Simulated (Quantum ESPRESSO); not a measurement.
# One base run on SnP2O7 (Pa-3, 40 atoms in the cell) and variants with one or two settings moved

```xyz
40
Lattice="8.5390 0.0000 0.0000 0.0000 8.5390 0.0000 0.0000 0.0000 8.5390" Properties=species:S:1:pos:R:3 pbc="T T T"
Sn     0.0000     4.2695     4.2695
Sn     4.2695     4.2695     0.0000
Sn     4.2695     0.0000     4.2695
Sn     0.0000     0.0000     0.0000
P      3.3300     0.9396     7.5995
P      5.2091     7.5995     0.9396
P      0.9396     7.5995     3.3300
P      7.5995     0.9396     5.2091
P      7.5995     3.3300     0.9396
P      0.9396     5.2091     7.5995
P      5.2091     5.2091     5.2091
P      3.3300     3.3300     3.3300
O      4.2695     0.0000     0.0000
O      0.0000     0.0000     4.2695
O      0.0000     4.2695     0.0000
O      4.2695     4.2695     4.2695
O      8.0961     1.8671     0.8026
O      0.4429     6.6719     7.7365
O      4.7124     6.6719     5.0721
O      3.8266     1.8671     3.4669
O      3.8266     2.4024     7.7365
O      4.7124     6.1367     0.8026
O      0.4429     6.1367     3.4669
O      8.0961     2.4024     5.0721
O      0.8026     8.0961     1.8671
O      7.7365     0.4429     6.6719
O      5.0721     4.7124     6.6719
O      3.4669     3.8266     1.8671
O      7.7365     3.8266     2.4024
O      0.8026     4.7124     6.1367
O      3.4669     0.4429     6.1367
O      5.0721     8.0961     2.4024
O      1.8671     0.8026     8.0961
O      6.6719     7.7365     0.4429
O      6.6719     5.0721     4.7124
O      1.8671     3.4669     3.8266
O      2.4024     7.7365     3.8266
O      6.1367     0.8026     4.7124
O      6.1367     3.4669     0.4429
O      2.4024     5.0721     8.0961
```

Base run A: LDA (PZ), GBRV 1.5 ultrasoft (LDA) pseudopotentials (Quantum ESPRESSO), self-consistent single point.

Its settings: ecutwfc = 40 Ry; ecutrho = 200 Ry; occupations = smearing; smearing = fd; degauss = 0.0036749 Ry; potentials = {Sn: sn_lda_v1.4.uspp.F.UPF, P: p_lda_v1.5.uspp.F.UPF, O: o_lda_v1.2.uspp.F.UPF}; K_POINTS = automatic 2 2 2 0 0 0; conv_thr = 1e-10 Ry; mixing_beta = 0.3.

The starting cell comes from a database of computed structures (which also holds hypothetical and non-ambient phases and stackings), without a prior relaxation at this level. Its lattice was rescaled by a random factor within 2.5 % of one. In the base run, with a pressure of about -15 GPa the cell is away from its equilibrium volume at this level.

ΔF is the free energy per atom less that of run A. 

Run A gave: pressure (GPa) -15.15; largest force (eV/Å) 0.977; gap on the mesh (eV) 2.256; k-points 4.

Runs:
- B: K_POINTS = automatic 1 1 1 0 0 0
- C: K_POINTS = automatic 3 3 3 0 0 0

What does run B change against A?

The free energy goes down by 1.1 meV/atom, the pressure moves little (-15.15 to -15.18 GPa), the largest force moves little (0.977 to 0.971 eV/Å) and the gap on the mesh hardly changes (2.256 to 2.261 eV).

```tsv
run	ΔF (meV/atom)	pressure (GPa)	largest force (eV/Å)	gap on the mesh (eV)	k-points
A	0.00	-15.15	0.977	2.256	4
B	-1.14	-15.18	0.971	2.261	1
C	-0.01	-15.15	0.977	2.256	4
```
